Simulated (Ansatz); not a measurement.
ZrS2 (P-3m1), r2SCAN+D4 with spin-orbit coupling, rigid bands (Ansatz, a program for electronic structure): N_c = 8.03e19 cm⁻³ at 300 K and an electron conductivity mass of 2.17 mₑ along z (a = (3.68, 0.00, 0.00) Å; b = (-1.84, 3.19, 0.00) Å; c = (0.00, 0.00, 5.93) Å).

For 1e17 electrons per cm³ at 300 K, place the Fermi level, estimate the Seebeck coefficient of a parabolic band with constant τ, and give mobility and conductivity for τ = 10 fs.

The level lies k_BT ln(N_c/n) = 0.173 eV below the conduction-band minimum. S ≈ −(k_B/e)[ln(N_c/n) + 5/2] = -792 μV/K, against -791 μV/K from the full bands (mean over directions). μ = eτ/m = 8.11 cm²/(V·s) and σ = neμ = 0.130 S/cm. τ is assumed, not computed.

Band transport and this doping are assumed; polarons and phonon drag are left out. Geometry: cell and atoms relaxed with r2SCAN+D4.

Computed structure with no diffraction record at hand here (it may be known, metastable or hypothetical): ZrS2 (P-3m1).
